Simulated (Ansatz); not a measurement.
System: GaS (P6₃/mmc, No. 194, 8 atoms in the cell; start mp-556742). Method: PBEsol in Ansatz (plane waves, PAW).

Run with plane-wave cutoff 500 eV, 12×12×4 k mesh (along the axes of the cell as run), gaussian smearing 0.02 eV, scalar-relativistic PAW data made under PBE.

Cell (relaxed at this level):

```yaml
crystal:
  lattice:
    - [3.56871, 0.00000, 0.00000]
    - [-1.78435, 3.09059, 0.00000]
    - [0.00000, 0.00000, 16.15829]
  atoms:
    - { symbol: Ga, position: [0.00000, 0.00000, 0.17459] }
    - { symbol: Ga, position: [0.00000, 0.00000, 0.82541] }
    - { symbol: Ga, position: [0.00000, 0.00000, 0.67459] }
    - { symbol: Ga, position: [0.00000, 0.00000, 0.32541] }
    - { symbol: S, position: [0.66667, 0.33333, 0.10733] }
    - { symbol: S, position: [0.33333, 0.66667, 0.89267] }
    - { symbol: S, position: [0.33333, 0.66667, 0.60733] }
    - { symbol: S, position: [0.66667, 0.33333, 0.39267] }
```

Task: What does this level give for the band gap?

Result: 
* **band gap**: 1.85 eV (on the SCF k mesh)

Note: the relaxation could not lower the start's symmetry, so the cell can be a saddle point above a distorted one; the cell has widely spaced layers and the level no dispersion term, so their spacing and the moduli can rest on weak binding.

Spin–orbit coupling is not included.

Static lattice: no zero-point or thermal effects.

Cost on a shared machine: very roughly 5 core-minutes.

A start named mp-… is a Materials Project structure, which need not be a measured phase.

Ansatz is an electronic-structure program.
